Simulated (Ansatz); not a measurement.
W₂C (P-3m1, No. 164, 3 atoms in the cell; start mp-1008625), treated with PBE (PAW; Ansatz, a quantum-chemistry and plane-wave program).

Settings: plane-wave cutoff 520 eV, 24×24×12 k mesh (along the axes of the cell as run), Fermi–Dirac smearing 0.05 eV, no spin polarisation, scalar-relativistic PAW data made under PBE.

Cell (relaxed at this level):

```cif
data_CW2
_chemical_formula_sum 'W2 C1'
_space_group_name_H-M_alt 'P-3m1'
_space_group_IT_number 164
_space_group_name_Hall '-P 3 2"'
_cell_length_a 3.06062
_cell_length_b 3.06062
_cell_length_c 4.67907
_cell_angle_alpha 90.000
_cell_angle_beta 90.000
_cell_angle_gamma 120.000
loop_
_atom_site_label
_atom_site_type_symbol
_atom_site_symmetry_multiplicity
_atom_site_Wyckoff_symbol
_atom_site_fract_x
_atom_site_fract_y
_atom_site_fract_z
_atom_site_occupancy
W1 W 2 d 0.66667 0.33333 0.25370 1
C1 C 1 a 0.00000 0.00000 0.00000 1
```

**Question.** Estimate the bulk modulus that the calculation returns.

**Answer.** 
- bulk modulus: 313 GPa

Note: the run has no spin polarisation, so it can have missed a magnetic state; the bulk modulus is −V dP/dV from two relaxed cells at ±2 % in volume; the relaxation could not lower the start's symmetry, so the cell can be a saddle point above a distorted one.

Spin–orbit coupling is not included; it can open a gap where bands touch, and shift volumes and moduli.

The computed numbers hold no vibrational or temperature effects.

A start named mp-… is a Materials Project structure, which need not be a measured phase.
